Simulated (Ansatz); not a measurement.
Consider this model of amorphous Al₂₈O₄₂Ru.

```xyz
71
Lattice="9.1883 0.0000 0.0000 0.0000 9.1883 0.0000 0.0000 0.0000 9.1883" Properties=species:S:1:pos:R:3 pbc="T T T"
Al     6.8082     5.2368     7.6552
Al     7.0050     0.5783     1.7076
Al     2.9507     1.2615     8.4423
Al     2.6961     7.9613     3.3147
Al     1.0777     3.3870     6.6399
Al     4.2104     3.1165     6.1341
Al     1.4402     5.4049     0.2833
Al     5.9354     0.2080     5.2801
Al     5.6945     8.6313     8.2877
Al     8.0157     2.3121     8.4765
Al     3.9867     4.3386     2.2592
Al     9.1629     6.4314     2.8125
Al     0.8437     0.1025     0.8683
Al     2.6650     1.9213     4.1251
Al     1.3601     6.2673     5.5093
Al     8.1413     4.4361     4.6373
Al     3.1761     8.6543     6.1586
Al     6.0758     6.9928     2.9800
Al     0.0919     0.0119     6.9523
Al     7.9225     7.1947     0.1474
Al     5.6811     2.3944     3.5893
Al     3.6767     7.9272     0.8991
Al     7.6483     7.2833     5.7157
Al     7.2711     4.2701     1.6289
Al     1.0187     2.9006     1.6311
Al     5.4067     2.7151     9.1148
Al     4.2711     5.7068     8.7880
Al     4.6544     6.0378     5.6172
O      7.2826     5.4444     0.2012
O      5.6797     7.3630     4.8761
O      7.0544     7.2755     7.6838
O      7.5598     9.1410     6.0084
O      5.0237     1.8057     5.2286
O      3.0357     6.8747     5.8821
O      2.0867     4.3718     1.6441
O      4.1119     2.4725     7.8397
O      2.4772     2.6446     5.7782
O      9.0399     8.6819     8.7085
O      7.1521     3.0398     4.4266
O      6.6933     0.9843     8.9892
O      7.8532     7.0669     3.8225
O      6.6901     3.3879     7.9721
O      6.8989     7.9502     1.5108
O      2.7653     6.5262     0.0265
O      8.7813     0.5560     1.9703
O      4.8387     8.9125     6.7271
O      5.0490     7.2197     9.1703
O      1.6829     1.6602     0.4303
O      0.2781     7.4942     6.1767
O      4.3286     4.4712     4.9624
O      4.2699     7.4932     2.6020
O      0.6147     4.6175     5.3786
O      2.0435     0.2088     7.2708
O      2.1576     8.5235     1.7312
O      5.0209     5.3671     7.2500
O      9.1728     1.9802     7.1598
O      0.2349     6.5638     1.0514
O      1.3390     4.5089     7.9628
O      8.5208     4.7580     2.8901
O      7.3924     5.4354     5.9522
O      6.2321     2.6237     1.6780
O      6.3191     0.6379     3.4532
O      3.9357     2.6822     3.0242
O      4.4917     4.2125     0.5169
O      1.4772     6.7261     3.7423
O      4.1736     0.3068     0.1209
O      2.8674     0.1098     4.4905
O      1.1948     2.2321     3.2529
O      8.6558     3.1799     0.7395
O      5.7746     5.1879     2.5855
Ru     8.4398     1.5415     3.6943
```

Computed with PBE, scalar-relativistic without spin-orbit coupling (plane waves to 420 eV, PAW; Ansatz, a program for electronic structure). In the spin-polarised cell the level spacing at the Fermi energy can part levels of unlike spin.

A CHGNet melt-quench gave the starting glass, which DFT then relaxed. O atoms were pushed apart under 1.9 Å during the dynamics, to hinder bonds among them. The hot cell started wider than the set density and was brought back towards it in steps. It is the lowest in DFT energy of 2 quenches. It is a model cell: composition and starting density were chosen by hand, and all elements were melted together. No dispersion term was used. Its density started from a set value of 3.27 and ended at 3.27 g/cm³. Cooling (nominally 410 K/ps over its main leg) ran many orders faster than in experiment, which tends to leave more defects and strain. A cell of this size samples the disorder only roughly. The volume was held where the preparation left it, at a PBE pressure of -0.1 GPa (tension). Stress components on the final sampling reach 1.4 GPa. On a 2×2×2 Γ-centred mesh force components of up to 0.22 eV/Å stay, since the relaxation ran on the zone centre alone.

Cut-offs for bonds: Al-Al 2.66 Å, Al-O 2.30 Å, Al-Ru 2.94 Å, O-O 1.58 Å, O-Ru 2.33 Å, Ru-Ru 3.21 Å. Two cations that share two anions don't count as bonded, nor two that share one unless they lie closer than Al-Al 2.59 Å, Al-Ru 2.86 Å, Ru-Ru 3.12 Å.

Problem. Give the coordination numbers, mean bond lengths and angles.

Solution. 
* **Mean coordination of Al by anions**: 4.46 (16 with 4, 11 with 5, 1 with 6)
* **Mean coordination of O**: 3.07 (2 with 2, 35 with 3, 5 with 4)
* **Mean coordination of Ru by anions**: 4.00 (1 with 4)
* **Mean Al-O bond**: 1.855 Å (spread 0.092 Å, 125 counted)
* **Mean O-Ru bond**: 2.137 Å (spread 0.111 Å, 4 counted)
* **Bond angle at Al**: mean 107.6°, spread 21.8°
* **Bond angle at O**: mean 116.2°, spread 17.0°
* **Bond angle at Ru**: mean 108.7°, spread 32.4°

Problem. List the pairs of like atoms that count as bonded by the rules above.

Solution. There are none by these rules.
